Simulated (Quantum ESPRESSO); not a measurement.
**Convergence series on Mg3Pt (P6_3cm, 24 atoms in the cell)**

```
CELL_PARAMETERS angstrom
      7.89617     0.00000     0.00000
     -3.94808     6.83828     0.00000
      0.00000     0.00000     8.33183
ATOMIC_POSITIONS crystal
  Mg 0.00000 0.00000 0.32402
  Mg 0.00000 0.00000 0.82402
  Mg 0.33333 0.66667 0.21442
  Mg 0.66667 0.33333 0.71442
  Mg 0.66667 0.33333 0.21442
  Mg 0.33333 0.66667 0.71442
  Mg 0.28221 0.28221 0.08478
  Mg 0.00000 0.28221 0.58478
  Mg 0.71779 0.00000 0.08478
  Mg 0.71779 0.71779 0.58478
  Mg 0.00000 0.71779 0.08478
  Mg 0.28221 0.00000 0.58478
  Mg 0.37511 0.37511 0.42929
  Mg 0.00000 0.37511 0.92929
  Mg 0.62489 0.00000 0.42929
  Mg 0.62489 0.62489 0.92929
  Mg 0.00000 0.62489 0.42929
  Mg 0.37511 0.00000 0.92929
  Pt 0.32770 0.32770 0.75691
  Pt 0.00000 0.32770 0.25691
  Pt 0.67230 0.00000 0.75691
  Pt 0.67230 0.67230 0.25691
  Pt 0.00000 0.67230 0.75691
  Pt 0.32770 0.00000 0.25691
```

Level of theory: PBEsol, SSSP 1.1.2 efficiency (PBE) pseudopotentials (plane waves; Quantum ESPRESSO).

The starting cell comes from a database of computed structures (which also holds hypothetical and non-ambient phases and stackings), without a prior relaxation at this level. Spin polarisation is off. Without a gap this mesh is coarse (it stands for a supercell whose shortest vector is 17 Å).

Held fixed: ecutwfc = 40 Ry; occupations = smearing; smearing = cold; degauss = 0.0147 Ry; input_dft = pbesol; potentials = {Mg: Mg.pbe-n-kjpaw_psl.0.3.0.UPF, Pt: pt_pbe_v1.4.uspp.F.UPF}; K_POINTS = automatic 3 3 2 0 0 0; conv_thr = 1e-10 Ry.

ΔF is the free energy per atom less that of the last row (640 Ry).

```tsv
ecutrho	ΔF (meV/atom)	pressure (GPa)	largest force (eV/Å)	iterations
80 Ry	-14.8	0.89	0.085	13
120 Ry	0.07	-0.40	0.076	14
160 Ry	0.05	-0.40	0.076	14
200 Ry	0.02	-0.40	0.076	14
240 Ry	0.02	-0.40	0.076	14
320 Ry	0.01	-0.40	0.076	13
400 Ry	0.00	-0.40	0.076	14
480 Ry	0.00	-0.40	0.076	14
640 Ry	0.00	-0.40	0.076	14
```

Pressure within 0.1 GPa of the last row: from ecutrho = 120 Ry on; the one before it is off by 1.3 GPa. The value it settles on is -0.40 GPa at this level of theory and with the other settings as held.

Energy within 1 meV/atom of the last row: from ecutrho = 120 Ry on; the one before it is off by 15 meV/atom.
